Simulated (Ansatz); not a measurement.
Consider interstitial Mg in wurtzite GaN, charge state +2. All values below come from PBE, PAW (plane waves to 420 eV; Ansatz, a first-principles code).

Cell of 72 host sites held at the relaxed PBE lattice; one k-point at (0.125, 0.250, 0.250); Fermi-Dirac width 0.01 eV, spin-restricted; finite-size errors left in. Static, classical nuclei. The charge state is imposed; whether it is stable for some Fermi level was not computed. Sites that were not tried may lie lower.

Barriers: single points on a 2×2×2 k-point mesh shifted by half a step along c at the bands' geometries.

The step: Mg moves alone to another site. Atoms about the jump, Cartesian Å from the middle of the jump, before and after:

```json
[
 {"atom": "Mg1", "x0": "0.81", "y0": "-1.39", "z0": "0.00", "x1": "-0.81", "y1": "1.39", "z1": "0.00"},
 {"atom": "N2", "x0": "-0.78", "y0": "-0.48", "z0": "0.90", "x1": "-0.81", "y1": "-0.44", "z1": "0.90"},
 {"atom": "N3", "x0": "0.81", "y0": "0.42", "z0": "-1.65", "x1": "0.77", "y1": "0.48", "z1": "-1.65"},
 {"atom": "Ga4", "x0": "0.81", "y0": "0.58", "z0": "1.68", "x1": "0.90", "y1": "0.41", "z1": "1.68"},
 {"atom": "N5", "x0": "0.80", "y0": "2.35", "z0": "0.93", "x1": "0.78", "y1": "2.31", "z1": "0.90"},
 {"atom": "N6", "x0": "2.39", "y0": "-0.48", "z0": "0.90", "x1": "2.43", "y1": "-0.47", "z1": "0.93"},
 {"atom": "Ga7", "x0": "-0.97", "y0": "-0.38", "z0": "-1.20", "x1": "-0.80", "y1": "-0.66", "z1": "-1.20"},
 {"atom": "Ga8", "x0": "0.81", "y0": "2.32", "z0": "-1.04", "x1": "0.97", "y1": "2.42", "z1": "-1.20"},
 {"atom": "Ga9", "x0": "2.59", "y0": "-0.37", "z0": "-1.20", "x1": "2.42", "y1": "-0.47", "z1": "-1.04"},
 {"atom": "Ga10", "x0": "-2.42", "y0": "0.47", "z0": "1.58", "x1": "-2.51", "y1": "0.41", "z1": "1.68"},
 {"atom": "Ga11", "x0": "-0.90", "y0": "-2.38", "z0": "1.68", "x1": "-0.81", "y1": "-2.32", "z1": "1.58"},
 {"atom": "N12", "x0": "-2.49", "y0": "0.51", "z0": "-1.76", "x1": "-2.38", "y1": "0.48", "z1": "-1.65"},
 {"atom": "N13", "x0": "-0.77", "y0": "-2.31", "z0": "-1.65", "x1": "-0.80", "y1": "-2.43", "z1": "-1.76"},
 {"atom": "N14", "x0": "-2.41", "y0": "2.32", "z0": "0.92", "x1": "-2.39", "y1": "2.31", "z1": "0.90"},
 {"atom": "Ga15", "x0": "-2.40", "y0": "2.32", "z0": "-1.04", "x1": "-2.58", "y1": "2.41", "z1": "-1.20"}
]
```

Problem. Give the saddle-point geometry and the barrier.

Solution. 
```json
[
 {"atom": "Mg1", "x": "0.26", "y": "0.19", "z": "-0.05"},
 {"atom": "N2", "x": "-0.78", "y": "-0.44", "z": "1.39"},
 {"atom": "N3", "x": "0.86", "y": "0.50", "z": "-1.85"},
 {"atom": "Ga4", "x": "0.89", "y": "0.51", "z": "2.08"},
 {"atom": "N5", "x": "0.77", "y": "2.21", "z": "0.92"},
 {"atom": "N6", "x": "2.29", "y": "-0.43", "z": "0.91"},
 {"atom": "Ga7", "x": "-0.91", "y": "-0.54", "z": "-2.08"},
 {"atom": "Ga8", "x": "0.85", "y": "2.44", "z": "-1.15"},
 {"atom": "Ga9", "x": "2.53", "y": "-0.49", "z": "-1.14"},
 {"atom": "Ga10", "x": "-2.44", "y": "0.47", "z": "1.65"},
 {"atom": "Ga11", "x": "-0.82", "y": "-2.34", "z": "1.65"},
 {"atom": "N12", "x": "-2.45", "y": "0.51", "z": "-1.78"},
 {"atom": "N13", "x": "-0.79", "y": "-2.40", "z": "-1.79"},
 {"atom": "N14", "x": "-2.42", "y": "2.31", "z": "0.93"},
 {"atom": "Ga15", "x": "-2.40", "y": "2.33", "z": "-1.04"}
]
```
It lies 1.85 eV above the start and 1.85 eV above the end. The saddle point's order was not checked.
